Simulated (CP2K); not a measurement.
# Worked example: self-consistent single point of Y₃As (Fm-3m, 4 atoms in the cell) in CP2K

Method: PBEsol, GPW, DZVP-MOLOPT-SR-GTH basis, GTH-PBE potentials (GTH_POTENTIALS) (CP2K).

This input was run:

```
&GLOBAL
  PROJECT bulk
  RUN_TYPE ENERGY_FORCE
  PRINT_LEVEL MEDIUM
&END GLOBAL
&FORCE_EVAL
  METHOD Quickstep
  STRESS_TENSOR ANALYTICAL
  &DFT
    BASIS_SET_FILE_NAME BASIS_MOLOPT
    POTENTIAL_FILE_NAME GTH_POTENTIALS
    &QS
      METHOD GPW
      EPS_DEFAULT 1E-10
    &END QS
    &MGRID
      CUTOFF 500
      REL_CUTOFF 60
      NGRIDS 5
    &END MGRID
    &SCF
      SCF_GUESS ATOMIC
      EPS_SCF 1E-6
      MAX_SCF 100
      ADDED_MOS 7
      &DIAGONALIZATION
        ALGORITHM STANDARD
      &END DIAGONALIZATION
      &MIXING
        METHOD BROYDEN_MIXING
        ALPHA 0.3
        NBUFFER 12
        BETA 1
      &END MIXING
      &SMEAR ON
        METHOD MARZARI_VANDERBILT
        SIGMA [eV] 0.2
      &END SMEAR
    &END SCF
    &KPOINTS
      SCHEME MONKHORST-PACK 4 4 4
      GAMMA_CENTERED T
    &END KPOINTS
    &XC
      &XC_FUNCTIONAL
        &PBE
          PARAMETRIZATION PBESOL
        &END PBE
      &END XC_FUNCTIONAL
    &END XC
    &PRINT
      &MO
        EIGENVALUES T
        OCCUPATION_NUMBERS T
        NDIGITS 8
        FILENAME mo
        &EACH
          QS_SCF 0
        &END EACH
        ADD_LAST NUMERIC
      &END MO
      &MULLIKEN ON
      &END MULLIKEN
    &END PRINT
  &END DFT
  &SUBSYS
    &CELL
      A 5.91266600 0.00000000 0.00000000
      B 2.95633300 5.12051900 0.00000000
      C 2.95633300 1.70684000 4.82767100
      PERIODIC XYZ
    &END CELL
    &COORD
      As       0.00000000     0.00000000     0.00000000
      Y        5.91266600     3.41367950     2.41383550
      Y        2.95633300     1.70683975     1.20691775
      Y        8.86899900     5.12051925     3.62075325
    &END COORD
    &KIND As
      BASIS_SET DZVP-MOLOPT-SR-GTH-q5
      POTENTIAL GTH-PBE-q5
    &END KIND
    &KIND Y
      BASIS_SET DZVP-MOLOPT-SR-GTH-q11
      POTENTIAL GTH-PBE-q11
    &END KIND
  &END SUBSYS
  &PRINT
    &FORCES ON
    &END FORCES
    &STRESS_TENSOR ON
    &END STRESS_TENSOR
  &END PRINT
&END FORCE_EVAL
```

Output (repeated stretches shortened):

```
 GLOBAL| Method name                                                        CP2K
 GLOBAL| Project name                                                       bulk
 GLOBAL| Run type                                                   ENERGY_FORCE

 CELL| Volume [angstrom^3]:                                           146.162174
 CELL| Vector a [angstrom]:       5.913     0.000     0.000   |a| =     5.912666
 CELL| Vector b [angstrom]:       2.956     5.121     0.000   |b| =     5.912666
 CELL| Vector c [angstrom]:       2.956     1.707     4.828   |c| =     5.912666
 CELL| Angle (b,c), alpha [degree]:                                    59.999995
 CELL| Angle (a,c), beta  [degree]:                                    59.999998
 CELL| Angle (a,b), gamma [degree]:                                    60.000000
 CELL| Numerically orthorhombic:                                              NO
 CELL| Periodicity                                                           XYZ

 DFT| Spin restricted Kohn-Sham (RKS) calculation                            RKS
 DFT| Multiplicity                                                             1
 DFT| Number of spin states                                                    1
 DFT| Charge                                                                   0
 DFT| XC density smoothing                                                  NONE
 DFT| XC derivatives                                                          PW

 QS| Method:                                                                 GPW
 QS| Density plane wave grid type                        NON-SPHERICAL FULLSPACE
 QS| Number of grid levels:                                                    5
 QS| Density cutoff [a.u.]:                                                250.0
 QS| Multi grid cutoff [a.u.]: 1) grid level                               250.0
   [... lines left out ...]
 BRILLOUIN| Wavefunction type                                            COMPLEX
 BRILLOUIN| List of Kpoints [2 Pi/Bohr]                                       36
 BRILLOUIN| Number           Weight            X              Y              Z
 BRILLOUIN|     1           0.03125       -0.25000       -0.25000       -0.25000
 BRILLOUIN|     2           0.03125       -0.25000       -0.25000        0.00000
 BRILLOUIN|     3           0.03125       -0.25000       -0.25000        0.25000
   [... 33 lines left out ...]
 *******************************************************************************

 Extrapolation method: initial_guess

 Re-scaling the density matrix to get the right number of electrons
                  # Electrons              Trace(P)               Scaling factor
                           38                38.000                        1.000

 Number of electrons:                                                         38
 Number of occupied orbitals:                                                 19
 Number of molecular orbitals:                                                26

 Number of orbital functions:                                                 91
 Number of independent orbital functions:                                     91
 SCF WAVEFUNCTION OPTIMIZATION

  Step     Update method      Time    Convergence         Total energy    Change
     1 NoMix/Diag. 0.30E+00      -     1.44242508      -121.3137026349 -1.21E+02
     2 Broy./Diag. 0.30E+00      -     0.02191333      -121.8033122293 -4.90E-01
     3 Broy./Diag. 0.30E+00      -     0.04427257      -121.3173978974  4.86E-01
     4 Broy./Diag. 0.30E+00      -     0.01872636      -121.0278121550  2.90E-01
     5 Broy./Diag. 0.30E+00      -     0.00603418      -120.9796744449  4.81E-02
     6 Broy./Diag. 0.30E+00      -     0.00157867      -120.9800714669 -3.97E-04
     7 Broy./Diag. 0.30E+00      -     0.00102042      -120.9871569925 -7.09E-03
     8 Broy./Diag. 0.30E+00      -     0.00019227      -120.9882325845 -1.08E-03
     9 Broy./Diag. 0.30E+00      -     0.00006601      -120.9891176736 -8.85E-04
    10 Broy./Diag. 0.30E+00      -     0.00002731      -120.9888815123  2.36E-04
    11 Broy./Diag. 0.30E+00      -     0.00000407      -120.9888638973  1.76E-05
    12 Broy./Diag. 0.30E+00      -     0.00000049      -120.9888442190  1.97E-05
  *** SCF run converged in    12 steps ***

  Electronic density on regular grids:        -38.0000000000        0.0000000000
  Core density on regular grids:               37.9999999963       -0.0000000037
  Total charge density on r-space grids:       -0.0000000036
  Total charge density g-space grids:          -0.0000000036

  Overlap energy of the core charge distribution:               0.00000000000000
  Self energy of the core charge distribution:               -229.14205889697189
  Core Hamiltonian energy:                                     49.46626559511976
  Hartree energy:                                              74.94465134123097
  Exchange-correlation energy:                                -16.25679581865393
  Smearing free energy correction:                             -0.00090643853919
  Fermi energy:                                                 0.21102174059271

  Total energy:                                              -120.98884421901525

                     Mulliken Population Analysis

 #  Atom  Element  Kind  Atomic population                           Net charge
       1     As       1          5.219142                             -0.219142
       2     Y        2         11.066244                             -0.066244
       3     Y        2         10.857308                              0.142692
       4     Y        2         10.857307                              0.142693
 # Total charge                             38.000000                  0.000000

 ENERGY| Total FORCE_EVAL ( QS ) energy [hartree]           -120.988849105000668

 FORCES| Atomic forces [hartree/bohr]
 FORCES|   Atom     x               y               z               |f|
 FORCES|      1 -1.07032656E-15  3.98362024E-09  3.37003734E-09   5.21789056E-09
 FORCES|      2  2.15324655E-14 -5.86710433E-09 -2.04450173E-09   6.21312326E-09
 FORCES|      3 -1.84102795E-08 -1.06357189E-08 -1.48951194E-09   2.13137410E-08
 FORCES|      4  1.84104703E-08  1.25272157E-08 -4.41264062E-10   2.22726573E-08
 FORCES| Sum     2.11240786E-13  8.01274117E-12 -6.05240390E-10
 FORCES| Total atomic force                                       6.05293465E-10

 STRESS| Analytical stress tensor [bar]
 STRESS|                        x                   y                   z
 STRESS|      x       -9.67561599901E+04   2.04699996280E-02   1.44744475490E-02
 STRESS|      y        2.04699996280E-02  -9.67561795800E+04   1.30065181080E-02
 STRESS|      z        1.44744475490E-02   1.30065181080E-02  -9.67561915566E+04
 STRESS| 1/3 Trace                                            -9.67561770422E+04
```

The run converged in 12 iterations.

The starting cell was generated: these elements placed on a structure prototype, without a prior relaxation; it need not be a known phase or ordering of this composition. Its lattice was rescaled by a random factor within 2.5 % of one. Values carry the incompleteness of an atom-centred basis. The potentials were made for another functional than the one used. With a pressure of about -10 GPa the cell is away from its equilibrium volume at this level.

Cost on one core of a shared machine: roughly 80 s.
